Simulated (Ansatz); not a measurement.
# CaBi₂ (space group Cmcm, No. 63; a cell from a computed database, its experimental status unchecked)

```xyz
6
Lattice="2.3682 -8.5775 0.0000 2.3682 8.5775 0.0000 0.0000 0.0000 4.5132" Properties=species:S:1:pos:R:3 pbc="T T T"
Ca     2.3682    -6.8474     1.1283
Ca     2.3682     6.8474     3.3849
Bi     2.3682    -1.0994     1.1283
Bi     2.3682     1.0994     3.3849
Bi     2.3682     4.1667     1.1283
Bi     2.3682    -4.1667     3.3849
```

All numbers come from r2SCAN+rVV10 (Ansatz, a quantum-chemistry and plane-wave program, PAW, no spin-orbit coupling). Γ-centred 10×10×10 mesh, Fermi–Dirac width 0.05 eV.

```json
{
 "volume_per_atom": "30.56 Å³",
 "density": "8.30 g/cm³",
 "band_gap": "zero",
 "total_energy": "-8879.442 eV/atom (σ→0; compares only within this code and set-up)"
}
```

Stability against distortions was not tested.
